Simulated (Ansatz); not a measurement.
Consider the following.

```yaml
crystal:
  lattice:
    - [4.59124, 0.00000, 0.00000]
    - [2.29562, 3.97613, 0.00000]
    - [2.29562, -1.32538, 3.80656]
  atoms:
    - { symbol: Sb, position: [0.49833, 0.75084, 0.25251] }
    - { symbol: In, position: [0.00167, 0.99916, 0.99749] }
```

No spin polarisation.

Method: Kohn–Sham DFT with the r2SCAN functional, run in Ansatz (a first-principles code) with PAW and 500 eV plane waves, spin-orbit coupling left out. Settings: 12×12×12 k-points, 0.05 eV Fermi–Dirac smearing.

Question: What pressure (mean of the normal stresses, compression positive) does the calculation give?

Answer: 0.6 GPa.

Question: What space group does the calculation give?

Answer: R3m (No. 160).

The cells carry an imposed strain or load. Stability against distortions was not tested. The cell was made from InSb in the zinc blende structure (space group F-43m, No. 216) by this change: biaxial strain −0.96 %, plane normal [111], relaxed out of plane.
